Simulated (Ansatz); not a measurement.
The parent structure is ZnSe in the zinc blende structure (space group F-43m, No. 216; a = 5.733 Å).

Levels (all Ansatz, a quantum-chemistry and plane-wave program, PAW): PBE (420 eV, no spin-orbit coupling); PBE+SOC (420 eV, with spin-orbit coupling).

The geometry is relaxed with PBE.

* **PBE gap character**: direct at Γ
* **PBE band gap**: 1.15 eV
* **PBE valence-band top at Γ**: 0.00, 0.00, 0.00 eV

With PBE+SOC at the same geometry, the gap character remains direct at Γ; the band gap shrinks by 0.12 eV, from 1.15 eV to 1.03 eV; the valence-band top at Γ (three highest Kramers pairs, from the VBM) goes from 0.00, 0.00, 0.00 eV to 0.00, 0.00, -0.38 eV. The threefold valence maximum splits by Δso ≈ 0.38 eV.

Single points use the geometry relaxed with PBE. Differences between runs with and without spin-orbit coupling are approximate. Whether these cells are dynamically stable was not tested.
